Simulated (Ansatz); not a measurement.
Take WSi$_{2}$ (space group I4/mmm, No. 139; a = 3.2024 Å, c = 7.8177 Å; relaxed with 0.1 eV smearing) as the base. Axes: x, y, z lie along a, b, c of the conventional cell.

Level of theory: Ansatz (a program for electronic structure), PBEsol, PAW, cutoff 420 eV, no spin-orbit coupling.

It is then changed as follows: the cell is compressed by 3.00 % along x with no lateral relaxation; the atoms relax in the strained cell.

### Question
Predict the stress tensor and what it implies for the stiffness.

### Answer
Stress of the strained cell less that of the base (GPa, compression positive):
```
   14.3     0.0     0.0
    0.0     4.3     0.0
    0.0     0.0     3.4
```

Then −Δσ_ii/ε with ε = -0.0300 gives secant stiffness values (nonlinear terms included at this strain): C11 ≈ 475 GPa, C12 ≈ 145 GPa and C13 ≈ 114 GPa.

As a check, the harmonic strain energy −½ V₀ Δσ:ε is 18 meV/atom; the computed energy rise is 17 meV/atom.

No phonon test of stability was made. All final runs are without spin polarisation.
